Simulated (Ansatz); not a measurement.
CuAu under a change: biaxial strain −0.50 %, plane normal [001], relaxed out of plane

Consider CuAu (space group P4/mmm, No. 123; a = 2.8694 Å, c = 3.6452 Å; relaxed with 0.1 eV smearing). Axes: x, y, z lie along a, b, c of the conventional cell.

Now apply this change: compressive biaxial strain of 0.50 % in the plane normal to [001], as in epitaxy on a mismatched substrate; the out-of-plane cell vector and the atoms relax.

All numbers come from PBE (Ansatz, a program for electronic structure), no spin-orbit coupling. Settings: 20×20×16 k-points, 0.1 eV Fermi–Dirac smearing.

- Volume per atom: 14.99 Å³ (base 15.01 Å³)
- Space group: P4/mmm (No. 123) (base P4/mmm (No. 123))
- Shortest interatomic distance: 2.731 Å (base 2.727 Å)
- Band gap: zero (base zero)
- Out-of-plane strain: +0.87 %
- Mean in-plane stress (compression positive): +0.3 GPa

Final structure (turned so that z lies along the plane normal):

```xyz
2
Lattice="2.8551 0.0000 0.0000 0.0000 2.8551 0.0000 0.0000 0.0000 3.6770" Properties=species:S:1:pos:R:3 pbc="T T T"
Cu     0.0000     0.0000     0.0000
Au     1.4275     1.4275     1.8385
```

No phonon test of stability was made. The final runs are not spin-polarised.
